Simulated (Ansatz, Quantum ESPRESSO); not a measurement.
**ScIr3 (Pm-3m, 4 atoms in the cell) computed with different codes at matched settings**

Zone-centre phonon calculation.

```
ScIr3
1.0
    3.84833     0.00000     0.00000
    0.00000     3.84833     0.00000
    0.00000     0.00000     3.84833
Sc Ir
1 3
Cartesian
  0.00000   0.00000   0.00000
  0.00000   1.92417   1.92417
  1.92417   0.00000   1.92417
  1.92417   1.92417   0.00000
```

Shared settings, as Ansatz (a quantum-chemistry and plane-wave program) writes them: kpoints.mp_grid.grid = 6 6 6; scf.occupations.method = fermi_dirac; scf.occupations.width = 0.136 eV. Potentials and cutoffs stand in the table.

```json
[
 {"code": "Quantum ESPRESSO", "model": "LDA (PZ), GBRV 1.5 ultrasoft (LDA) pseudopotentials", "highest zone-centre frequency (cm⁻¹)": "278", "cutoff": "50 Ry"},
 {"code": "Ansatz", "model": "LDA (PW92), PAW files made with PBE", "highest zone-centre frequency (cm⁻¹)": "279", "cutoff": "420 eV"}
]
```

On Ansatz's run: spin-orbit coupling is off. Spin polarisation is off.

The spread over the programs that give each value: highest zone-centre frequency within 1.0 cm⁻¹.

The same LDA comes in different parametrisations, which differ slightly.

The starting cell comes from a database of computed structures (which also holds hypothetical and non-ambient phases and stackings), without a prior relaxation at this level. Its lattice was rescaled by a random factor within 2.5 % of one.

Keys are those of Ansatz 0.2.
